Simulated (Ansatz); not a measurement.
**A computed series for PtTe2: response to strain**

Take PtTe$_{2}$ (space group P-3m1, No. 164; layered; relaxed with 0.1 eV smearing) as the base.

```yaml
crystal:
  lattice:
    - [4.05264, 0.00000, 0.00000]
    - [-2.02632, 3.50969, 0.00000]
    - [0.00000, 0.00000, 5.09694]
  atoms:
    - { symbol: Te, position: [0.33333, 0.66667, 0.26692] }
    - { symbol: Te, position: [0.66667, 0.33333, 0.73308] }
    - { symbol: Pt, position: [0.00000, 0.00000, 0.00000] }
```

Cartesian axes are those of the cell as printed.

Strains are applied to the cell and any free atomic positions relax.

Calculations: PBE-D3(BJ) (Ansatz, a program for electronic structure, PAW, spin-orbit coupling left out).

Notes on the quantities. energy relative to the base: free energy F.

```tsv
uniaxial strain ε_zz (%)	energy relative to the base (meV/atom)
-3	5.8
-2.5	?
-2	2.5
-1.5	1.4
-1	0.6
-0.5	0.1
0	0.0
```

**Question.** Fit ΔE = Aε² + Bε³ (ε in %) to the rows shown and predict the withheld row.

**Answer.** Least squares on the printed values gives A = 0.587 and B = -0.019 meV/atom (largest residual 0.0 meV/atom); this predicts 4.0 meV/atom, and the run gives 4.0 meV/atom, in agreement.

Stability against distortions was not tested. All final runs are without spin polarisation.
